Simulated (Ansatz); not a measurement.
# BiSiO3 (model structure, started from the PbTiO3 type, P4mm, No. 99, 5 atoms in the cell): properties by level of theory

| level (code) | lattice constant a (Å) | c axis length (Å) | bulk modulus B0 (GPa) | cohesive energy (eV/atom) |
|---|---|---|---|---|
| LDA (Ansatz) | 3.338 | 5.505 | 147 | 5.97 |
| PBEsol (Ansatz) | 3.366 | 5.563 | 137 | 5.28 |
| r²SCAN (Ansatz) | 3.359 | 5.615 | 143 | 4.79 |

Caveats: the bulk modulus is −V dP/dV from two relaxed cells at ±2 % in volume (LDA, PBEsol, r²SCAN). Ansatz's density-functional and Hartree–Fock values are scalar-relativistic unless marked +SOC, with PAW data made under PBE.

Free atoms are spin-polarised, in the lowest state found; at levels without +SOC their spin–orbit coupling is left out.

A model structure was made by putting elements into a prototype or built by hand; it is no filed structure, need not be a known phase, and can be a saddle point held by its symmetry.

Ansatz is a program for electronic structure.
